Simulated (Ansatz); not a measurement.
Worked example: self-consistent single point of LiAl3 (I4/mmm, 4 atoms in the cell) in Ansatz (a first-principles code).

Computed with PBEsol, PAW files made with PBE (plane waves; Ansatz).

The change in words: lattice scaled by 0.98. Reference geometry:
```xyz
4
Lattice="-2.0183 2.0183 4.0182 2.0183 -2.0183 4.0182 2.0183 2.0183 -4.0182" Properties=species:S:1:pos:R:3 pbc="T T T"
Li     0.0000     0.0000     0.0000
Al     0.0000     2.0183     2.0091
Al     2.0183     0.0000     2.0091
Al     0.0000     0.0000     4.0182
```

Reference input (self-consistent single point, DFT, PBEsol, plane waves, PAW files made with PBE): basis.ecutwfc = 420 eV; kpoints.mp_grid.grid = 9 9 9; hamiltonian.xc = pbesol; hamiltonian.pseudopotentials = {kind: paw} (the program's default PAW files); scf.occupations.method = fermi_dirac; scf.occupations.width = 0.1 eV. This run's input differs from it in these lines:

```diff
@@ -2,5 +2,5 @@
   lattice:
-    - [-2.018264, 2.018264, 4.018181]
-    - [2.018264, -2.018264, 4.018181]
-    - [2.018264, 2.018264, -4.018181]
+    - [-1.977899, 1.977899, 3.937817]
+    - [1.977899, -1.977899, 3.937817]
+    - [1.977899, 1.977899, -3.937817]
   atoms:
```

The program printed (abridged):

```
SCF iter   1: F=—  HF=-1777.148316 eV  |F-HF|=—  |Δ(HF+E_count)|=         —  Δρ=2.12e-2  dr2=3.49e-1  ethr=3.10e-3  ⟨swp⟩=5.9  Hψ=5611  notcnv=0
all-band conjugate gradients solve this SCF's bands
preconditioner: auto → Kerker (q_TF=auto, 2.077 Å⁻¹)
SCF iter   2: F=—  HF=-1777.028934 eV  |F-HF|=—  |Δ(HF+E_count)|=   1.19e-1  Δρ=1.39e-2  dr2=1.50e-1  ethr=2.91e-3  ⟨swp⟩=1.0  Hψ=1350  notcnv=0
SCF iter   3: F=—  HF=-1776.943942 eV  |F-HF|=—  |Δ(HF+E_count)|=   8.50e-2  Δρ=9.06e-4  dr2=6.79e-4  ethr=1.25e-3  ⟨swp⟩=2.9  Hψ=1354  notcnv=0
SCF iter   4: F=—  HF=-1776.943757 eV  |F-HF|=—  |Δ(HF+E_count)|=   1.86e-4  Δρ=1.80e-4  dr2=1.73e-5  ethr=5.66e-6  ⟨swp⟩=2.2  Hψ=1154  notcnv=0
SCF iter   5: F=—  HF=-1776.943759 eV  |F-HF|=—  |Δ(HF+E_count)|=   2.74e-6  Δρ=4.13e-5  dr2=1.37e-6  ethr=1.44e-7  ⟨swp⟩=1.1  Hψ=770  notcnv=0
SCF iter   6: F=-1776.943759 eV  HF=-1776.943759 eV  |F-HF|=1.25e-8  |Δ(HF+E_count)|=   1.83e-7  Δρ=5.11e-6  dr2=2.41e-8  ethr=8.33e-10  ⟨swp⟩=2.7  Hψ=2998  notcnv=0
SCF 1 converged in 6 iterations: F = -1776.943759 eV  dr2 = 2.41e-8
Free energy (F): -1776.943759 eV
Internal energy: -1776.899190 eV  (E = F + TS)
E sigma→0 (E₀):  -1776.921475 eV
Entropy (-TS):   -0.044569 eV (-11.142 meV/atom)
Fermi energy:    6.916440 eV
--- Forces (eV/Å), atoms counted from 1 ---
  atom   1  Li    -0.00000000     0.00000000     0.00000000
   [... zero for the other atoms too ...]
--- Stress (GPa, compression-positive) ---
        2.974090       0.000000      -0.000000
        0.000000       2.974090       0.000000
        0.000000       0.000000       3.227624
  P = ⅓ Tr σ = 3.0586 GPa (30.586 kbar)
  The stress holds the Pulay correction. Without it, at fixed plane waves, as pw.x and ABINIT print it: P = 3.0353 GPa
```

The run converged in 6 iterations. Against the reference run the free energy rises by 5.2 meV/atom and the pressure goes from -1.12 to 3.06 GPa.

The starting cell comes from a database of computed structures (which also holds hypothetical and non-ambient phases and stackings), without a prior relaxation at this level. Its lattice was rescaled by a random factor within 2.5 % of one. For this run, on top of that: lattice scaled by 0.98. With a pressure of about 3 GPa the cell is away from its equilibrium volume at this level. Ansatz's pressure includes its estimate of the finite-basis (Pulay) stress.

Keys are those of Ansatz 0.2.
